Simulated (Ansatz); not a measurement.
An Ansatz (a quantum-chemistry and plane-wave program) input (r2SCAN in Ansatz (plane waves to 500 eV, PAW, no spin-orbit coupling)):

Ansatz 0.2 input:
```yaml
crystal:
  lattice:
    - [4.1523004029, 0, 0]
    - [2.0761502015, 3.5959976331, 0]
    - [2.0761502015, -1.1986658777, 3.520736739]
  atoms:
    - { symbol: Cu, position: [0, 0, 0] }
    - { symbol: I, position: [0.5, 0.25, 0.75] }
basis: { ecutwfc: 500, ecutrho_ratio: 4, xc_grid: 4, fft_grid_basis: typed }
kpoints: { mp_grid: { grid: [10, 10, 10] } }
hamiltonian:
  xc: r2scan
  dispersion: none
  pseudopotentials: { kind: paw }
scf: { occupations: { method: fermi_dirac, width: 0.05 } }
relax: { f_tol: 0.005, max_steps: 50, cell: { stress_tol: 0.01, fix: [a, b, gamma] } }
output: { forces: true, stress: true }
checkpoint: { write: state.ck, write_every: 1000 }
```

Problem. Which symmetry and how many k-points will the program report, and about how many plane waves at Γ?

Solution. Space group R3m (ITA 160) with 6 operations, k-points 116 of 1000, and 1333 plane waves at Γ.

Problem. And the final pressure?

Solution. 1.41 GPa (compression positive).

The cells carry an imposed strain or load. Stability against distortions was not tested. All final runs are without spin polarisation. The cell was made from CuI in the zinc blende structure (space group F-43m, No. 216) by this change: biaxial strain −2.50 %, plane normal [111], relaxed out of plane.
